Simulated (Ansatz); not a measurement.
Consider SiC in the zinc blende structure (space group F-43m, No. 216).

```
SiC
1.0
    0.00000     2.18988     2.18988
    2.18988     0.00000     2.18988
    2.18988     2.18988     0.00000
Si C
1 1
Direct
  0.00000   0.00000   0.00000
  0.25000   0.25000   0.25000
```

Method: PBE in Ansatz (plane waves to 420 eV, PAW, no spin-orbit coupling).

Strains are applied to the cell and any free atomic positions relax.

One change was made to it. Results:

```json
[
 {"quantity": "pressure", "base": "0.00 GPa", "after": "6.80 GPa"},
 {"quantity": "gap character", "base": "indirect, Γ → X", "after": "indirect, Γ → X"},
 {"quantity": "mean gap deformation potential ΔEg/Δln V", "base": "–", "after": "+0.9 eV"}
]
```

Task: What was done to the base?
A. isotropic strain −2.50 %
B. isotropic strain +1.50 %
C. isotropic strain +3.00 %
D. isotropic strain −1.00 %

Result: D, isotropic strain −1.00 %. For comparison, the pressure in the other runs: isotropic strain +3.00 % gives -15.81 GPa; isotropic strain −2.50 % gives 18.73 GPa; isotropic strain +1.50 % gives -8.70 GPa.

Stability against distortions was not tested.

Ansatz is a quantum-chemistry and plane-wave program.
